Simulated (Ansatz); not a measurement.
The starting structures come from a database of crystals and need not be the phases stable at ambient conditions.

Crystal: Sr$_{2}$MgH$_{6}$ (P-3m1, not sure to be the ambient phase, 9 atoms a cell, 12.1 Å³ an atom); planes in its conventional cell.

Level of theory: r2SCAN (plane waves, PAW; Ansatz, a quantum-chemistry and plane-wave program).

The gap is the functional's own. No spin-orbit coupling. Mid-gap values are interpolated on the energy grid.

```csv
plane,area of the cell (Å²),mid-gap κ (1/Å),largest κ in the gap (1/Å)
(100),22.9,0.33,0.35
(001),26.0,?,?
```

The slowest decay depends on the direction. Supply the withheld values.


- (001), mid-gap κ (1/Å): 0.23
- (001), largest κ in the gap (1/Å): 0.23
